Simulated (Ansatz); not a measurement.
Start from Si in the diamond structure (space group Fd-3m, No. 227; a = 5.434 Å).

Level of theory: PBEsol (Ansatz, a quantum-chemistry and plane-wave program), spin-orbit coupling left out.

For the base:

| Property | Value |
|---|---|
| Hole mass | 0.17, 0.26, 0.26 mₑ (at Γ) |
| Pressure | 0.00 GPa |

Modification: an isotropic linear strain of −1.34 %; the atoms relax in the strained cell.

What happens to the hole mass?

The hole mass (degenerate bands, along [100]) changes from 0.17, 0.26, 0.26 mₑ (at Γ) to 0.18, 0.25, 0.25 mₑ (at Γ).

Predict the new pressure.

The pressure goes from zero to 4.13 GPa.

The levels and masses belong to the bands next to the band gap. Effective masses come from finite differences of ±0.01 Å⁻¹. Whether these cells are dynamically stable was not tested.
